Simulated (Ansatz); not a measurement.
# A computed series for Si3N4: pressure series

Start from Si$_{3}$N$_{4}$ (space group Fd-3m, No. 227).

```yaml
crystal:
  lattice:
    - [0.00000, 3.89465, 3.89465]
    - [3.89465, 0.00000, 3.89465]
    - [3.89465, 3.89465, 0.00000]
  atoms:
    - { symbol: Si, position: [0.62500, 0.62500, 0.62500] }
    - { symbol: Si, position: [0.12500, 0.62500, 0.62500] }
    - { symbol: Si, position: [0.62500, 0.12500, 0.62500] }
    - { symbol: Si, position: [0.62500, 0.62500, 0.12500] }
    - { symbol: Si, position: [0.25000, 0.25000, 0.25000] }
    - { symbol: Si, position: [0.00000, 0.00000, 0.00000] }
    - { symbol: N, position: [0.86754, 0.86754, 0.86754] }
    - { symbol: N, position: [0.39738, 0.86754, 0.86754] }
    - { symbol: N, position: [0.86754, 0.39738, 0.86754] }
    - { symbol: N, position: [0.86754, 0.86754, 0.39738] }
    - { symbol: N, position: [0.38246, 0.38246, 0.38246] }
    - { symbol: N, position: [0.85262, 0.38246, 0.38246] }
    - { symbol: N, position: [0.38246, 0.85262, 0.38246] }
    - { symbol: N, position: [0.38246, 0.38246, 0.85262] }
```

Cell and atoms are relaxed at each pressure.

Level of theory: Ansatz (an electronic-structure program), PBE, PAW, cutoff 420 eV, no SOC.

Candidates:
(a) pressure 10 GPa
(b) pressure 0.7 GPa
(c) pressure 3 GPa

Base values:

The band gap is 3.34 eV.

**Question.** Order them by band gap, highest first.

**Answer.** (a) pressure 10 GPa (3.47 eV), (c) pressure 3 GPa (3.38 eV), (b) pressure 0.7 GPa (3.35 eV)

Load acts through the strain it causes; cell and atoms are relaxed under it. Stability against distortions was not tested. Competing high-pressure phases were not computed.
